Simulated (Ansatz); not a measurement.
Ansatz (a first-principles code) run on YCu5 (P6/mmm, 6 atoms in the cell): zone-centre phonon calculation.

Computed with LDA (PW92), default PAW files made with PBE (plane waves; Ansatz).

```
YCu5
1.0
    4.98769     0.00000     0.00000
   -2.49385     4.31947     0.00000
    0.00000     0.00000     4.02142
Y Cu
1 5
Direct
  0.00000   0.00000   0.00000
  0.33333   0.66667   0.00000
  0.66667   0.33333   0.00000
  0.50000   0.00000   0.50000
  0.50000   0.50000   0.50000
  0.00000   0.50000   0.50000
```

Reference input (self-consistent single point, DFT, LDA (PW92), plane waves, default PAW files made with PBE): basis.ecutwfc = 30.9 Ry; kpoints.mp_grid.grid = 8 8 8; hamiltonian.xc = lda; hamiltonian.pseudopotentials = {kind: paw} (the program's default PAW files); scf.occupations.method = fermi_dirac; scf.occupations.width = 0.0073 Ry. This run's input differs from it in these lines:

```diff
@@ -25,6 +25,4 @@
     width: 0.0073 Ry
-output:
-  forces: true
-  eigenvalues: true
-  stress: true
+phonons:
+  method: dfpt
```

Output (repeated stretches shortened):

```
SCF iter   1: F=—  HF=-36525.345028 eV  |F-HF|=—  |Δ(HF+E_count)|=         —  Δρ=1.75e-2  dr2=1.19e-1  ethr=1.77e-3  ⟨swp⟩=5.8  Hψ=20554  notcnv=0  defer=99
all-band conjugate gradients solve this SCF's bands
preconditioner: auto → Kerker (q_TF=auto, 2.822 Å⁻¹)
SCF iter   2: F=—  HF=-36525.315990 eV  |F-HF|=—  |Δ(HF+E_count)|=   2.90e-2  Δρ=2.75e-3  dr2=1.06e-2  ethr=1.13e-4  ⟨swp⟩=2.0  Hψ=11610  notcnv=0  defer=201
   [... lines left out ...]
SCF iter   9: F=—  HF=-36525.312798 eV  |F-HF|=—  |Δ(HF+E_count)|=   2.44e-8  Δρ=2.32e-6  dr2=6.17e-9  ethr=8.24e-11  ⟨swp⟩=2.2  Hψ=9545  notcnv=0  defer=201
SCF iter  10: F=—  HF=-36525.312798 eV  |F-HF|=—  |Δ(HF+E_count)|=  4.66e-10  Δρ=5.90e-7  dr2=3.68e-10  ethr=5.82e-12  ⟨swp⟩=2.0  Hψ=9640  notcnv=0  defer=201
SCF iter  11: F=—  HF=-36525.312798 eV  |F-HF|=—  |Δ(HF+E_count)|=  2.91e-11  Δρ=1.86e-7  dr2=2.77e-11  ethr=1.00e-12  ⟨swp⟩=1.0  Hψ=6520  notcnv=0  defer=201
SCF iter  12: F=-36525.312798 eV  HF=-36525.312798 eV  |F-HF|=7.28e-12  |Δ(HF+E_count)|=  7.28e-12  Δρ=5.76e-8  dr2=3.15e-12  ethr=1.00e-12  ⟨swp⟩=9.2  Hψ=30160  notcnv=0
SCF 1 converged in 12 iterations: F = -36525.312798 eV  dr2 = 3.15e-12
DFPT response loops at Γ: preconditioner auto → Kerker (q_TF=auto, 2.822 Å⁻¹) (partly filled bands, converged f_vac=0.000) …
Free energy (F): -36525.312798 eV
Internal energy: -36525.211857 eV  (E = F + TS)
E sigma→0 (E₀):  -36525.262327 eV
Entropy (-TS):   -0.100941 eV (-16.824 meV/atom)
Fermi energy:    14.857893 eV
--- Phonons (Γ-DFPT): 7 representative perturbations + reference, on 105 of 512 k-points (Σ response iterations 27) ---
  k mesh reduced under 4 symmetry operations, with k and −k counted as one. Each operation leaves every solved displacement unchanged or reverses it
  ASR residual: 4.719e-4 → 0.000e0 eV/Å²; symmetrization residual: 2.696e-5 eV/Å²
  ASR residual per site (eV/Å²): 4.72e-4 3.60e-4 3.60e-4 3.39e-4 3.31e-4 3.31e-4
  Γ frequencies (cm⁻¹): 0.00 0.00 0.00 53.04 105.00 109.73 109.73 140.34 140.34 160.19 160.19 164.92 164.92 196.89 200.67 200.67 254.25 259.59
  non-analytic LO–TO correction: not included (Born effective charges unavailable; polar crystals: no LO–TO splitting at Γ)
```

The run converged in 12 iterations. 

Summary of the result:
```
Quantity                                                                                                                              Value
--------------------------------------------------------  ---------------------------------------------------------------------------------
Free energy E − TS (on the zero of these files)                                                                              -36525.3128 eV
Fermi level (on the code's own zero)                                                                                               14.86 eV
Zone-centre frequencies (cm⁻¹; negative means imaginary)  0, 0, 0, 53, 105, 110, 110, 140, 140, 160, 160, 165, 165, 197, 201, 201, 254, 260
```

The starting cell comes from a database of computed structures (which also holds hypothetical and non-ambient phases and stackings), without a prior relaxation at this level. Its lattice was rescaled by up to half a per cent. Spin polarisation is off.

Cost on one core of a shared machine: roughly 10 min.

Keys are those of Ansatz 0.2.
